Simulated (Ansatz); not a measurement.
A computed series for FeB: response to strain

The parent structure is FeB (space group I4_1/amd, No. 141; a = 2.8977 Å, c = 14.8110 Å; ferromagnetic; a cell from a computed database, its experimental status unchecked). Axes: x, y, z lie along a, b, c of the conventional cell.

Strains are applied to the cell and any free atomic positions relax; under biaxial strain the out-of-plane vector relaxes too.

Computed with PBEsol, PAW, 420 eV (Ansatz, a quantum-chemistry and plane-wave program; no spin-orbit coupling).

Notes on the quantities. pressure: mean of the normal stresses, compression positive; energy relative to the base: free energy F.

```json
[
 {"variant": "base", "largest site moment": "1.31 μB", "pressure": "0.0 GPa", "energy relative to the base": "0 meV/atom", "volume per atom": "7.77 Å³"},
 {"variant": "biaxial strain +1.25 %, plane normal [001], relaxed out of plane", "largest site moment": "1.34 μB", "pressure": "-4.4 GPa", "energy relative to the base": "+4.0 meV/atom", "volume per atom": "7.90 Å³"},
 {"variant": "isotropic strain −5.18 %", "largest site moment": "1.07 μB", "pressure": "68.9 GPa", "energy relative to the base": "+0.215 eV/atom", "volume per atom": "6.63 Å³"},
 {"variant": "isotropic strain −4.24 %", "largest site moment": "1.12 μB", "pressure": "52.7 GPa", "energy relative to the base": "+139 meV/atom", "volume per atom": "6.83 Å³"},
 {"variant": "isotropic strain −0.97 %", "largest site moment": "1.28 μB", "pressure": "9.6 GPa", "energy relative to the base": "+6.6 meV/atom", "volume per atom": "7.55 Å³"}
]
```

Other magnetic orders, which the real material may have, were not ruled out. Without a gap, meshes like the base's 14×14×14 leave anisotropic stresses uncertain by several tenths of a GPa, and small strain energies with them. No phonon test of stability was made.
